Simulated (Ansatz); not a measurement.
# A computed series for MoS2: pressure series

Start from MoS2 in the 3R-MoS2 type structure (space group R3m, No. 160; a = 3.153 Å, c = 17.994 Å (hexagonal axes); layered, stacked along the Cartesian z axis).

Cell and atoms are relaxed at each pressure.

Method: PBE-D3(BJ) (Ansatz, an electronic-structure program), no SOC, earlier PAW set.

```tsv
pressure (GPa)	volume per atom (Å³/atom)
-2	18.419
-1	17.649
0	17.215
0.3	17.106
1.5	16.740
3	16.375
5	15.983
7.5	?
10	15.245
```

Q: Fit the third-order Birch–Murnaghan form P(V) = (3B₀/2)[(V₀/V)^(7/3) − (V₀/V)^(5/3)]·[1 + (3/4)(B₀′ − 4)((V₀/V)^(2/3) − 1)] (squares taken in P) to the rows shown and predict the withheld row.

A: Least squares on the printed values gives V₀ = 17.228 Å³/atom, B₀ = 45.0 GPa, B₀′ = 10.7; this predicts 15.575 Å³/atom, and the run gives 15.582 Å³/atom, 0.007 higher.

Load acts through the strain it causes; cell and atoms are relaxed under it. Stability against distortions was not tested. No other phases were tried under pressure.
